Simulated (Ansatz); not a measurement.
## ceria (1 1 0) on cubic SrTiO3 (1 1 0) (film strained to the substrate, started from cuts of the bulks and a machine-learned relaxation; metallic at this level, with no gap by band count; slabs Sr5Ti5O13 and Ce6O12, which can lie off the formulas)

A periodic stack without vacuum, ceria (1 1 0) on cubic SrTiO3 (1 1 0) (film strained to the substrate, started from cuts of the bulks and a machine-learned relaxation; metallic at this level, with no gap by band count; slabs Sr5Ti5O13 and Ce6O12, which can lie off the formulas): substrate slab Sr5Ti5O13, film Ce6O12, surface cells [[0, 1], [-1, 0]] and [[1, 0], [0, 1]], film strained by +1.9 and +1.9 %, outermost planes OSrTi/OSrTi and CeO/CeO as cut, which need not be the usual terminations and can put a slab off its formula.

The start was prepared with a machine-learned potential, and the result is one local minimum, with the in-plane cell held and forces under 0.04 eV/Å; the film can end far from its bulk form.

These are PBE (plane waves to 420 eV, PAW; Ansatz, a first-principles code) values and carry that method's errors. Scalar-relativistic, without spin–orbit coupling; the runs are not spin-polarised; PBE gaps are too small against experiment; cerium has no Hubbard term. Its k-point mesh 4×6×1, Fermi–Dirac width 0.05 eV.

```
Quantity                                                                                    Value
--------------------------------------------------------------------------------  ---------------
interface area                                                                            21.9 Å²
period                                                                                    25.14 Å
heights between the nearest atoms of the two slabs at the two interfaces          1.41 and 1.40 Å
Ce–Sr contacts across the interfaces within 1.22 times the sum of covalent radii   8, mean 4.21 Å
O–Sr contacts across the interfaces within 1.22 times the sum of covalent radii    6, mean 2.93 Å
Ce–Ti contacts across the interfaces within 1.22 times the sum of covalent radii   4, mean 3.10 Å
O–Ti contacts across the interfaces within 1.22 times the sum of covalent radii    4, mean 2.09 Å
```

```
CELL_PARAMETERS angstrom
      5.56736     0.00008     0.13641
      0.00006     3.93675    -0.07510
      1.57515    -1.48740    25.22316
ATOMIC_POSITIONS crystal
  Sr 0.26668 0.93923 0.04747
  Ti 0.76802 0.43838 0.04577
  O  0.75590 0.93817 0.04532
  Sr 0.72649 0.99383 0.15675
  Ti 0.22517 0.49309 0.15524
  O  0.97197 0.46656 0.10216
  O  0.46745 0.46116 0.09134
  O  0.22470 0.99214 0.15335
  Sr 0.18032 0.04800 0.26511
  Ti 0.68044 0.54800 0.26510
  O  0.47208 0.51789 0.20490
  O  0.96815 0.52201 0.21313
  O  0.68040 0.04798 0.26505
  Sr 0.63451 0.10216 0.37345
  Ti 0.13582 0.60289 0.37493
  O  0.88876 0.57803 0.32514
  O  0.39278 0.57394 0.31698
  O  0.13603 0.10379 0.37671
  Sr 0.09465 0.15676 0.48273
  Ti 0.59315 0.65760 0.48437
  O  0.38783 0.62944 0.42805
  O  0.89272 0.63471 0.43859
  O  0.60427 0.15774 0.48467
  Ce 0.97665 0.74179 0.65264
  Ce 0.52705 0.20517 0.57956
  Ce 0.91777 0.81632 0.80176
  Ce 0.44862 0.27959 0.72825
  Ce 0.83728 0.89074 0.95047
  Ce 0.38964 0.35413 0.87740
  O  0.22926 0.23708 0.64323
  O  0.31716 0.68556 0.54079
  O  0.77069 0.69427 0.55742
  O  0.73666 0.23993 0.64899
  O  0.16856 0.31803 0.80515
  O  0.19793 0.77788 0.72488
  O  0.70239 0.77832 0.72572
  O  0.66425 0.31756 0.80423
  O  0.04506 0.41058 0.98975
  O  0.13662 0.85896 0.88708
  O  0.62946 0.85586 0.88081
  O  0.59285 0.40132 0.97197
```
